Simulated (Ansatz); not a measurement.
Input and output of a zone-centre phonon calculation for SrSO4 (F-43m, 6 atoms in the cell) (Ansatz, an electronic-structure program).

Method of the run: LDA (PW92), default PAW files made with PBE (plane waves; Ansatz).

```
CELL_PARAMETERS angstrom
      0.00000     3.62242     3.62242
      3.62242     0.00000     3.62242
      3.62242     3.62242     0.00000
ATOMIC_POSITIONS crystal
  Sr 0.50000 0.50000 0.50000
  S  0.00000 0.00000 0.00000
  O  0.88106 0.88106 0.88106
  O  0.35682 0.88106 0.88106
  O  0.88106 0.88106 0.35682
  O  0.88106 0.35682 0.88106
```

Reference input (self-consistent single point, DFT, LDA (PW92), plane waves, default PAW files made with PBE): basis.ecutwfc = 30.9 Ry; kpoints.mp_grid.grid = 6 6 6; hamiltonian.xc = lda; hamiltonian.pseudopotentials = {kind: paw} (the program's default PAW files); scf.occupations.method = fixed. This run's input differs from it in these lines:

```diff
@@ -21,6 +21,7 @@
   occupations: { method: fixed }
-output:
-  forces: true
-  eigenvalues: true
-  stress: true
+  convergence: { dr2_threshold: 1.0e-05 eV }
+phonons:
+  method: dfpt
+  dielectric: true
+  rigid_motions: translations
```

Log, with long lists cut:

```
SCF iter   1: F=—  HF=-6537.011103 eV  |F-HF|=—  |Δ(HF+E_count)|=         —  Δρ=1.08e-2  dr2=9.09e-2  ethr=1.77e-3  ⟨swp⟩=6.4  Hψ=8693  notcnv=0  defer=266
all-band conjugate gradients solve this SCF's bands
preconditioner: auto → none
SCF iter   2: F=—  HF=-6536.988270 eV  |F-HF|=—  |Δ(HF+E_count)|=   2.28e-2  Δρ=4.84e-3  dr2=1.32e-2  ethr=2.27e-4  ⟨swp⟩=2.7  Hψ=3672  notcnv=0  defer=266
SCF iter   3: F=—  HF=-6536.984794 eV  |F-HF|=—  |Δ(HF+E_count)|=   3.48e-3  Δρ=1.68e-3  dr2=1.68e-3  ethr=3.29e-5  ⟨swp⟩=2.9  Hψ=3175  notcnv=0  defer=270
SCF iter   4: F=—  HF=-6536.984851 eV  |F-HF|=—  |Δ(HF+E_count)|=   5.71e-5  Δρ=5.66e-4  dr2=4.23e-4  ethr=4.21e-6  ⟨swp⟩=3.0  Hψ=3189  notcnv=0  defer=271
SCF iter   5: F=—  HF=-6536.984773 eV  |F-HF|=—  |Δ(HF+E_count)|=   7.75e-5  Δρ=1.21e-4  dr2=1.48e-5  ethr=1.06e-6  ⟨swp⟩=2.0  Hψ=2553  notcnv=0  defer=270
SCF iter   6: F=-6536.984772 eV  HF=-6536.984772 eV  |F-HF|=6.00e-7  |Δ(HF+E_count)|=   1.08e-6  Δρ=2.69e-5  dr2=8.10e-7  ethr=2.50e-8  ⟨swp⟩=20.6  Hψ=20825  notcnv=0
SCF 1 converged in 6 iterations: F = -6536.984772 eV  dr2 = 8.10e-7
DFPT response loops at Γ: preconditioner auto → none (the input reference at scf.mixing.eps_inf says where Resta's filter doesn't serve); β = 0.50 …
Free energy (F): -6536.984772 eV
Internal energy: -6536.984772 eV  (E = F + TS)
E sigma→0 (E₀):  -6536.984772 eV
Fermi energy:    3.955921 eV
--- Phonons (Γ-DFPT): 3 representative perturbations + reference, on 68 of 216 k-points (Σ response iterations 12) ---
  k mesh reduced under 2 symmetry operations, with k and −k counted as one. Each operation leaves every solved perturbation unchanged …
  ASR residual: 3.948e-2 → 0.000e0 eV/Å²; symmetrization residual: 1.709e-7 eV/Å²
   [... lines left out ...]
  k-mesh period / interband length: 30.7 Å / 1.18 Å = 26.08 at k = (0.0000, 0.0000, 0.0000), direct gap 3.565 eV — 14 or more, which is no proof of convergence
   [... lines left out ...]
       -181.52      3             0.0000
        -75.90      2             7.5061
        145.86      1             2.6412
   [... 6 lines left out ...]
  optical modes at Γ + LO–TO along q̂ = [0.0000, 0.0000, 1.0000]:
      ω (cm⁻¹)  modes    IR ((D/Å)²/amu)
       -181.52      3             0.0000
        -75.90      2             7.5061
        145.86      1             2.6412
   [... 6 lines left out ...]
```

The run converged in 6 iterations. 

Summary of the result:
```
Item                                                                                                                                                                        Result
----------------------------------------------------------------------------------------  ----------------------------------------------------------------------------------------
Free energy E − TS (on the zero of these files)                                                                                                                      -6536.9848 eV
Top of the valence band (on the code's own zero)                                                                                                                           3.96 eV
Gap on the k-point mesh                                                                                                                                                    3.55 eV
Zone-centre frequencies (cm⁻¹; negative means imaginary)                                  -182, -182, -182, -76, -76, -76, 0, 0, 0, 412, 412, 587, 587, 587, 951, 1067, 1067, 1067
ε∞ at this k-point mesh, which may be far from converged in small-gap cells (xx, yy, zz)                                                                          2.62, 2.62, 2.62
Born charges at this mesh (mean of the diagonal, e)                                                                            Sr 2.57, S 3.24, O -1.45, O -1.45, O -1.45, O -1.45
```

The starting cell comes from a database of computed structures (which also holds hypothetical and non-ambient phases and stackings), without a prior relaxation at this level. Its lattice was rescaled by up to half a per cent. The frequencies listed for the zone centre hold no LO-TO term.

Cost on one core of a shared machine: roughly 90 s.

Keys are those of Ansatz 0.2.
